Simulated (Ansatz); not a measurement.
Consider Cu3N (space group Pm-3m, No. 221; a = 3.7209 Å). Axes: x, y, z lie along the cube axes.

Calculations: LDA (Ansatz, a quantum-chemistry and plane-wave program), no spin-orbit coupling.

Strains are applied to the cell and any free atomic positions relax; under biaxial strain the out-of-plane vector relaxes too.

One change was made to it. Results:

| quantity | base | after |
|---|---|---|
| energy relative to the base (free energy F) | 0 meV/atom | +0.8 meV/atom |
| pressure (mean of the normal stresses, compression positive) | 0.0 GPa | 0.7 GPa |
| shortest interatomic distance | 1.860 Å | 1.858 Å |

Task: What was done to the base?
(A) biaxial strain −2.50 %, plane normal [111], relaxed out of plane
(B) biaxial strain −2.00 %, plane normal [111], relaxed out of plane
(C) biaxial strain −1.00 %, plane normal [111], relaxed out of plane

Result: C, biaxial strain −1.00 %, plane normal [111], relaxed out of plane. For comparison, the energy relative to the base in the other runs: biaxial strain −2.00 %, plane normal [111], relaxed out of plane gives +3.4 meV/atom; biaxial strain −2.50 %, plane normal [111], relaxed out of plane gives +5.4 meV/atom.

No phonon test of stability was made. The final runs are not spin-polarised.
